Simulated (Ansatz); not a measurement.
**Zinc-blende PbS (model structure)**

Level of theory: LDA in Ansatz (plane waves, PAW).

Settings: plane-wave cutoff 500 eV, 10×10×10 k mesh, Fermi–Dirac smearing 0.05 eV, scalar-relativistic PAW data made under PBE.

Cell (relaxed at this level):

PbS is modelled in the cubic space group F-43m (No. 216), the zinc blende structure, Pearson symbol cF8. Cell: a = b = c = 6.4758 Å, α = β = γ = 90.00°. Pb on 4a is surrounded by 4 S at 2.804 Å (tetrahedral). S on 4d has 4 Pb at 2.804 Å (tetrahedral). (Neighbours: up to the widest gap in distance over summed covalent radii, below 1.35, at either atom; cation-cation and far metal-metal contacts left out.)
(The calculation used a cell of 2 atoms; values per cell refer to that cell.)

```json
{
  "band_gap": "0.51 eV (on the SCF k mesh)"
}
```

Note: the relaxation could raise the start's symmetry but not lower it, so the cell can be a saddle point.

Spin–orbit coupling is not included; with these elements it can move the gap by several tenths of an eV or more.

The computed numbers hold no vibrational or temperature effects.

A model structure was made by putting elements into a prototype or built by hand; it is no filed structure, need not be a known phase, and can be a saddle point held by its symmetry.

Ansatz is an electronic-structure program.
